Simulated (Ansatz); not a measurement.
The starting structures come from a database of crystals and need not be the phases stable at ambient conditions.

 Where the default PAW files enter, the runs use the earlier of Ansatz's two default sets.

Here is the system:

```xyz
5
Lattice="3.9037 0.0000 0.0000 0.0000 5.6107 0.0000 0.0000 2.8053 2.8178" Properties=species:S:1:pos:R:3 pbc="T T T"
Ba     0.0000     5.6107     0.0192
Ti     1.9518     2.8053     0.1043
O      1.9518     1.4389     1.3238
O      1.9518     4.1718     1.3238
O      0.0000     5.6107     2.7513
```

Space group of this cell: Amm2. The cell is strained (all lengths scaled by 0.98); by r2SCAN its mean pressure is 9.8 GPa.

Transport runs along the normal of the first two printed cell vectors.

The gap is the functional's own. No spin-orbit coupling. Mid-gap values are interpolated on the energy grid.

Q: Compute, with r2SCAN in Ansatz (a program for electronic structure), the band gap and the smallest decay constant κ at mid-gap.

A: Gap 2.73 eV on a 8×10×10 mesh; κ = 0.347 1/Å, at (0.000, 0.167) of the in-plane reciprocal vectors. At the zone centre, at the nearest computed energy, the slowest state has κ = 0.36 1/Å.
